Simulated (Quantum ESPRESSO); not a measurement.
Checking a run of Quantum ESPRESSO on Zn3SbN3 (Cm, 7 atoms in the cell). The aim is a self-consistent single point with DFT, PBEsol, plane waves, GBRV 1.5 ultrasoft (PBESOL) pseudopotentials.

Input:

```fortran
&CONTROL
    calculation = 'scf',
    prefix = 'Zn3SbN3',
    outdir = './out',
    pseudo_dir = './',
    tprnfor = .true.,
    tstress = .true.,
/
&SYSTEM
    ibrav = 0,
    nat = 7,
    ntyp = 3,
    ecutwfc = 15,
    ecutrho = 75,
    occupations = 'fixed',
    nbnd = 53,
/
&ELECTRONS
    conv_thr = 1.0d-9,
    mixing_beta = 0.7,
/
ATOMIC_SPECIES
Zn    65.3800  zn_pbesol_v1.uspp.F.UPF
Sb   121.7600  sb_pbesol_v1.4.uspp.F.UPF
N     14.0070  n_pbesol_v1.2.uspp.F.UPF
ATOMIC_POSITIONS {crystal}
Zn    0.6426600000    0.6426600000    0.1180800000
Zn    0.7560200000    0.3148600000    0.5198300000
Zn    0.3148600000    0.7560200000    0.5198300000
Sb    0.0605100000    0.0605100000    0.0024100000
N     0.4110400000    0.9420600000    0.2998800000
N     0.9420600000    0.4110400000    0.2998800000
N     0.6987200000    0.6987200000    0.8121900000
K_POINTS {automatic}
4 4 3  1 1 1
CELL_PARAMETERS {angstrom}
   3.3938900000    -3.2832500000     0.0000000000
   3.3938900000     3.2832500000     0.0000000000
  -3.2155920000     0.0000000000     4.5561300000
```

Log, with long lists cut:

```
     Message from routine setup:
     using ibrav=0 with symmetry is DISCOURAGED, use correct ibrav instead
     G-vector sticks info
     --------------------
     sticks:   dense  smooth     PW     G-vecs:    dense   smooth      PW
   [... lines left out ...]
         1        Zn     tau(   1) = (   0.8433829   0.0000000   0.1139298  )
         2        Zn     tau(   2) = (   0.4156812  -0.3067362   0.5015594  )
         3        Zn     tau(   3) = (   0.4156812   0.3067362   0.5015594  )
         4        Sb     tau(   4) = (   0.0853390   0.0000000   0.0023253  )
         5        N      tau(   5) = (   0.7682983   0.3692153   0.2893400  )
         6        N      tau(   6) = (   0.7682983  -0.3692153   0.2893400  )
         7        N      tau(   7) = (   0.4513006   0.0000000   0.7836437  )

     number of k points=    16
                       cart. coord. in units 2pi/alat
        k(    1) = (   0.1739191   0.0000000   0.2954853), wk =   0.0833333
        k(    2) = (   0.1739191   0.0000000  -0.3954665), wk =   0.0833333
        k(    3) = (   0.1739191   0.0000000  -0.0499906), wk =   0.0833333
   [... 13 lines left out ...]

     Dense  grid:     7547 G-vectors     FFT dimensions: (  25,  25,  30)

     Smooth grid:     5353 G-vectors     FFT dimensions: (  24,  24,  25)

     Initial potential from superposition of free atoms

     starting charge      88.9996, renormalised to      90.0000
     Self-consistent Calculation

     iteration #  1     ecut=    15.00 Ry     beta= 0.70

     total energy              =   -1522.65047819 Ry
     estimated scf accuracy    <      89.79134629 Ry

     iteration #  2     ecut=    15.00 Ry     beta= 0.70

     total energy              =   -1576.13723748 Ry
     estimated scf accuracy    <      72.76796726 Ry

     iteration #  3     ecut=    15.00 Ry     beta= 0.70

     total energy              =   -1584.52452363 Ry
     estimated scf accuracy    <       8.85278124 Ry

   [... 9 blocks of this kind left out ...]

     iteration # 13     ecut=    15.00 Ry     beta= 0.70

     total energy              =   -1583.30774529 Ry
     estimated scf accuracy    <          1.4E-09 Ry

     iteration # 14     ecut=    15.00 Ry     beta= 0.70
     End of self-consistent calculation

     highest occupied, lowest unoccupied level (ev):     9.6159   11.3162

!    total energy              =   -1583.30774529 Ry
     estimated scf accuracy    <          7.1E-11 Ry

     convergence has been achieved in  14 iterations

     Forces acting on atoms (cartesian axes, Ry/au):

     atom    1 type  1   force =     0.04167651    0.00000000   -0.05005660
     atom    2 type  1   force =    -0.03149636    0.01660615    0.04355171
     atom    3 type  1   force =    -0.03149636   -0.01660615    0.04355171
     atom    4 type  2   force =     0.05691911    0.00000000   -0.07943820
     atom    5 type  3   force =    -0.00487134   -0.00588384    0.02990473
   [... lines left out ...]

     Total force =     0.151655     Total SCF correction =     0.000040

          total   stress  (Ry/bohr**3)                   (kbar)     P=   -33594.25
  -0.22847521   0.00000000   0.00004245       -33609.86        0.00        6.25
   0.00000000  -0.22787589   0.00000000            0.00   -33521.70        0.00
   0.00004245   0.00000000  -0.22875613            6.25        0.00   -33651.19

   JOB DONE.
```

Question: Is anything amiss in this input, and did it matter?

Answer: The run is not sound. The fault is a basis or grid far too coarse for these potentials. The error of an incomplete plane-wave basis or grid does not cancel at such settings. To fix it, restore the cutoff that the potentials need and check convergence. The run converged in 14 iterations without an error; against the sound input the free energy goes up by 88.0 eV/atom, the pressure goes from -1.49 to -3359 GPa, the largest force goes from 0.207 to 2.513 eV/Å and the gap on the mesh goes from 1.936 to 1.700 eV.

The sound input it was made from differs as follows (other fixes are possible):
```diff
-    ecutwfc = 15,
-    ecutrho = 75,
+    ecutwfc = 50,
+    ecutrho = 250,
```

With that input, the run converged in 12 iterations: free energy E − TS -22157.8573 eV; top of the valence band (on the code's own zero) 9.39 eV; gap on the k-point mesh 1.94 eV; pressure -1.49 GPa; largest force (vector length) 0.207 eV/Å (DFT, PBEsol, plane waves, GBRV 1.5 ultrasoft (PBESOL) pseudopotentials).

On the sound input: the starting cell comes from a database of computed structures (which also holds hypothetical and non-ambient phases and stackings), without a prior relaxation at this level. Spin-orbit coupling is off. The shifted mesh does not hold Γ, so a gap read on it misses any band edge there.
